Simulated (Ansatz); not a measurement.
System: SrWO₄ (I4₁/a, No. 88; cell taken from a computed entry). Method: PBEsol in Ansatz (PAW).

Settings: plane-wave cutoff 520 eV, 10×10×10 k mesh, Fermi–Dirac smearing 0.01 eV, no spin polarisation, scalar-relativistic PAW data made under PBE.

Cell (relaxed with PBEsol):

```yaml
crystal:
  lattice:
    - [-2.70238, 2.70238, 5.91806]
    - [2.70238, -2.70238, 5.91806]
    - [2.70238, 2.70238, -5.91806]
  atoms:
    - { symbol: Sr, position: [0.75000, 0.25000, 0.50000] }
    - { symbol: Sr, position: [0.00000, 0.00000, 0.00000] }
    - { symbol: W, position: [0.25000, 0.75000, 0.50000] }
    - { symbol: W, position: [0.50000, 0.50000, 0.00000] }
    - { symbol: O, position: [0.43991, 0.81918, 0.09208] }
    - { symbol: O, position: [0.56918, 0.97710, 0.87927] }
    - { symbol: O, position: [0.72710, 0.34783, 0.90792] }
    - { symbol: O, position: [0.09783, 0.68991, 0.12073] }
    - { symbol: O, position: [0.31009, 0.43082, 0.40792] }
    - { symbol: O, position: [0.18082, 0.27290, 0.62073] }
    - { symbol: O, position: [0.02290, 0.90217, 0.59208] }
    - { symbol: O, position: [0.65217, 0.56009, 0.37927] }
```

### Question
Predict the band gap.

### Answer

band gap: 4.44 eV

Note: this cell isn't known to be the ambient phase, and symmetry holds it in the calculation.

Spin–orbit coupling is not included.

The computed numbers hold no vibrational or temperature effects.

Ansatz is a program for electronic structure.
